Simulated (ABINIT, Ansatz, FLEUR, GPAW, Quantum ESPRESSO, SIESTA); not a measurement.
# One structure in several programs: Mg2ZnP2 (P3m1, 5 atoms in the cell)

Self-consistent single point.

```
CELL_PARAMETERS angstrom
      4.10720     0.00000     0.00000
     -2.05360     3.55694     0.00000
      0.00000     0.00000     6.69570
ATOMIC_POSITIONS crystal
  Mg 0.66667 0.33333 0.63415
  Mg 0.33333 0.66667 0.99427
  Zn 0.00000 0.00000 0.36142
  P  0.00000 0.00000 0.76671
  P  0.66667 0.33333 0.24345
```

Shared settings, as Ansatz (an electronic-structure program) writes them: kpoints.mp_grid.grid = 2 2 1; scf.occupations.method = fixed. Potentials and cutoffs stand in the table.

```tsv
code	model	pressure (GPa)	largest force (eV/Å)	cutoff
Ansatz	PBEsol, PAW files made with PBE	-4.31	0.249	default
GPAW	PBEsol, GPAW PAW datasets PBEsol (made by gpaw-setup)	-4.25	0.242	800 eV
FLEUR	PBEsol, all-electron FLAPW (FLEUR), scalar-relativistic valence	–	0.234	Kmax 4.7 1/bohr
Quantum ESPRESSO	PBEsol, SSSP 1.1.2 efficiency (PBE) pseudopotentials	-4.28	0.222	50 Ry
SIESTA	GGA PBEsol, numerical atomic orbitals DZP, PseudoDojo PBEsol standard norm-conserving potentials (rewritten from UPF to PSML)	-3.84	0.163	grid 400 Ry
ABINIT	PBEsol, PAW (JTH v2.0 PBE PAW, files made for PBE)	-4.30	0.244	30 Ha
```

Size of the force on each atom (eV/Å): Sizes of forces hide their directions.

```tsv
code	Mg1	Mg2	Zn3	P4	P5
Ansatz	0.023	0.040	0.100	0.212	0.249
GPAW	0.021	0.041	0.094	0.212	0.242
FLEUR	0.025	0.039	0.091	0.209	0.234
Quantum ESPRESSO	0.018	0.036	0.090	0.187	0.222
SIESTA	0.116	0.162	0.063	0.149	0.163
ABINIT	0.021	0.041	0.097	0.209	0.244
```

A dash marks a value that a program does not give, or that is left out as unsure.

The spread over the programs that give each value: pressure within 0.47 GPa; largest force within 0.086 eV/Å.

SIESTA uses small atom-centred bases, whose incompleteness enters pressures, forces and empty levels differently from a plane-wave cutoff. FLEUR treats all electrons, but the usual bases taken here (sphere radii, linearisation, local orbitals, empty states) were not tested for convergence, so the values are no reference for the others. Ansatz's pressure is given at a fixed set of plane waves, as the other plane-wave codes print theirs. In the gap, SIESTA (by 0.197) lies more than 0.12 eV from the median of the plane-wave programs. In the force vectors, SIESTA (by 0.137) lies more than 0.08 eV/Å from the median of the plane-wave programs.

On the base mesh (6 6 4) the same programs gave: Ansatz pressure -5.05 GPa, gap on the mesh 0.975 eV; Quantum ESPRESSO pressure -5.02 GPa, gap on the mesh 0.955 eV; ABINIT pressure -5.04 GPa; GPAW pressure -4.99 GPa; SIESTA pressure -5.28 GPa, gap on the mesh 1.075 eV.

The values differ from the base mesh's, so the mesh still matters here: the table compares the programs at equal settings.

The starting cell comes from a database of computed structures (which also holds hypothetical and non-ambient phases and stackings), without a prior relaxation at this level. Its lattice was rescaled by a random factor within 2.5 % of one.

Left out of this page: CP2K (unsound by tests on forces, stress, charge or solver warnings).

Keys are those of Ansatz 0.2.
